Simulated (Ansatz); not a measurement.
**tetragonal indium (1 0 0) on alpha cristobalite (0 0 1) (film strained to the substrate, started from cuts of the bulks and a machine-learned relaxation; slabs Si14O32 and In18, which can lie off the formulas)**

A periodic stack without vacuum, tetragonal indium (1 0 0) on alpha cristobalite (0 0 1) (film strained to the substrate, started from cuts of the bulks and a machine-learned relaxation; slabs Si14O32 and In18, which can lie off the formulas): substrate slab Si14O32, film In18, surface cells [[0, -1], [2, -1]] and [[0, -1], [3, -1]], film strained by +1.8 and +2.5 %, outermost planes O/O and In/In as cut, which need not be the usual terminations and can put a slab off its formula.

The start was prepared with a machine-learned potential, and the result is one local minimum, with the in-plane cell held and forces under 0.04 eV/Å; the film can end far from its bulk form.

All values below come from PBE (plane waves to 420 eV, PAW; Ansatz, a quantum-chemistry and plane-wave program). Spin–orbit coupling is left out; the runs are not spin-polarised; PBE gaps are too small against experiment. Its k-point mesh 6×3×1, Fermi–Dirac width 0.05 eV.

- interface area: 51.7 Å²
- period: 23.30 Å
- heights between the nearest atoms of the two slabs at the two interfaces: -0.21 and -0.24 Å
- In–O contacts across the interfaces within 1.22 times the sum of covalent radii: 13, mean 2.25 Å
- In–Si contacts across the interfaces within 1.22 times the sum of covalent radii: 1, mean 3.04 Å

```xyz
64
Lattice="5.0812 -0.0002 0.1507 5.0806 10.1658 0.1905 4.5559 4.7556 23.4600" Properties=species:S:1:pos:R:3 pbc="T T T"
Si     4.4772     3.9507     5.3623
Si     9.6040     9.0499     5.3400
Si     1.3167     1.1129     1.6012
Si     6.8190     6.0167     1.7144
Si     7.0697     3.5496     3.6290
Si     7.1154     8.6636     3.4394
Si     4.3628     1.3605     7.0555
Si     8.9253     6.5609     7.2023
O      4.6634     2.8928     6.5840
O      9.2104     8.0005     6.5106
O      3.3675     3.3984     4.3139
O      8.5394     9.0477     4.1139
O      1.6312     2.0872     2.8800
O      7.2534     7.1932     2.7675
O      5.8935     4.1344     4.5804
O      5.9793     8.6551     4.5934
O      4.8373     1.2661     1.3435
O      5.2300     5.9731     1.4038
O      9.6783    10.5445     5.9716
O      4.0120     5.3935     5.9324
O      2.2463     1.4394     0.2801
O      7.6468     6.1906     0.3039
O      7.3134     4.5670     2.3639
O      6.7796     9.7322     2.2452
Si     4.4519     4.3188    12.3247
Si     9.0481     9.5091    12.6307
Si    11.9249    11.1995     9.1131
Si     6.3371     6.2530     8.9387
Si     7.0117     3.6934    10.6725
Si     6.6418     8.7549    10.8473
O      3.9822     3.5459    13.7087
O      9.2569     8.7774    14.0982
O      3.4283     3.9282    11.0978
O      7.8259     8.5345    11.9800
O      6.9369     2.2229    10.0067
O      6.4095     7.3074    10.1650
O      5.9623     3.7613    11.9275
O      5.2967     9.3178    11.5448
O     10.4291    11.1365     8.4746
O      4.8435     6.3004     8.3019
O      8.6045    11.0411    12.6991
O      4.5152     5.9154    12.5639
O      7.9023    11.4083     7.7457
O      7.3978     6.5921     7.7529
O      6.6340     4.7698     9.5172
O      7.1684     9.7921     9.7110
In    10.8678    11.5477    18.0060
In     5.2544     3.4225    15.5370
In     9.0534     6.7171    17.6547
In     7.4932     1.9675    14.0567
In     8.1510     6.8701    13.8477
In     8.8171     9.8013    16.1244
In     8.7546    11.7801    20.2197
In     3.7756     5.3260    20.2498
In     8.8070     8.5794    20.2333
In    13.0993    13.8395    17.8698
In     6.5375     6.0450    16.0476
In     6.4140     8.5753    18.0693
In     9.0059    12.0244    23.3167
In     3.3439     4.7337    23.2384
In     8.7814     8.3741    23.8922
In    11.3457    13.6865    20.5729
In     6.2723     6.9557    21.5013
In     6.2597    10.2748    21.5086
```
